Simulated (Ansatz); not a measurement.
The starting structures come from a database of crystals and need not be the phases stable at ambient conditions.

By PBEsol, the system below comes out a metal.

A figure of merit of an interconnect metal is its ballistic conductance per area.

Input:

```xyz
4
Lattice="4.0999 0.0000 0.0000 0.0000 4.0999 0.0000 0.0000 0.0000 4.0999" Properties=species:S:1:pos:R:3 pbc="T T T"
Y      0.0000     0.0000     0.0000
Pd     2.0500     2.0500     0.0000
Pd     0.0000     2.0500     2.0500
Pd     2.0500     0.0000     2.0500
```

The cell is taken as given; by PBEsol it stands under a pressure of -4.3 GPa.

The current flows along the normal of the first two printed cell vectors, the (001) plane of the conventional cell. No spin-orbit coupling; the value is a mean over 0.1 eV about the Fermi level.

Problem. State the ballistic conductance per area according to Ansatz (a quantum-chemistry and plane-wave program) with PBEsol.

Solution. 0.45 × 10¹⁵ S/m² for both spins.
